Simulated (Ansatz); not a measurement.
We consider fluorite AuAl2, described by PBE-D3(BJ) (plane waves, PAW; Ansatz, an electronic-structure program).

Run with plane-wave cutoff 520 eV, 16×16×16 k mesh, Fermi–Dirac smearing 0.05 eV, scalar-relativistic PAW data made under PBE.

Cell (relaxed at this level):

```cif
data_Al2Au
_chemical_formula_sum 'Al2 Au1'
_space_group_name_H-M_alt 'P 1'
_space_group_IT_number 1
_cell_length_a 4.23769
_cell_length_b 4.23769
_cell_length_c 4.23769
_cell_angle_alpha 60.000
_cell_angle_beta 60.000
_cell_angle_gamma 60.000
loop_
_space_group_symop_operation_xyz
  'x, y, z'
loop_
_atom_site_label
_atom_site_type_symbol
_atom_site_fract_x
_atom_site_fract_y
_atom_site_fract_z
_atom_site_occupancy
Al1 Al 0.25000 0.25000 0.25000 1
Al2 Al 0.75000 0.75000 0.75000 1
Au1 Au 0.00000 0.00000 0.00000 1
```

### Question
Predict the bulk modulus B0 and pressure derivative B′ of the bulk modulus.

### Answer

* **bulk modulus B0**: 115 GPa
* **pressure derivative B′ of the bulk modulus**: 4.8

The run finds no gap.

Spin–orbit coupling is not included; it can shift volumes and moduli of such heavy elements.

Computed values are for the static lattice.
